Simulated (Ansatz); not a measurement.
Rock-salt VN (cubic form, which distorts at low temperature): PBE at its full settings (plane-wave cutoff 520 eV, 22×22×22 k mesh, Fermi–Dirac smearing 0.05 eV, no spin polarisation, scalar-relativistic PAW data made under PBE) and at cheaper ones, in a cell of 2 atoms with Γ-centred meshes.

```tsv
level and setting	lattice parameter a (Å)	bulk modulus (GPa)
PBE (Ansatz)	4.117	314
PBE (2×2×2 k mesh) (Ansatz)	4.120	329
PBE (4×4×4 k mesh) (Ansatz)	4.117	314
PBE (6×6×6 k mesh) (Ansatz)	4.121	313
PBE (Fermi-Dirac smearing of 0.3 eV) (Ansatz)	4.133	297
```

Largest shifts from the full settings: lattice constant a +0.39 % (PBE (Fermi-Dirac smearing of 0.3 eV)), against a difference of -0.46 % of the full result from the reference 4.136 Å (measured, room temperature, no zero-point or thermal correction; as tabulated in Friedrich, Winkler, Juarez-Arellano, Bayarjargal, Materials 4, 1648 (2011)); bulk modulus -5.4 % (PBE (Fermi-Dirac smearing of 0.3 eV)), against a difference of +18.5 % of the full result from the reference 265 ± 5 GPa (measured, room temperature, no zero-point or thermal correction, our sources range from 265 to 300; as tabulated in Synthesis of Binary Transition Metal Nitrides, Carbides and Borides from the …).

The full settings aren't shown to be converged themselves.

Caveats: symmetry holds this phase in the static calculation, where it need not be a minimum (PBE, PBE (2×2×2 k mesh), PBE (4×4×4 k mesh), PBE (6×6×6 k mesh), PBE (Fermi-Dirac smearing of 0.3 eV)). Ansatz's density-functional and Hartree–Fock values are scalar-relativistic unless marked +SOC, with PAW data made under PBE.

Run with cheap settings on purpose, which may leave them unconverged: PBE (2×2×2 k mesh), PBE (4×4×4 k mesh), PBE (6×6×6 k mesh), PBE (Fermi-Dirac smearing of 0.3 eV).

Ansatz is a quantum-chemistry and plane-wave program.
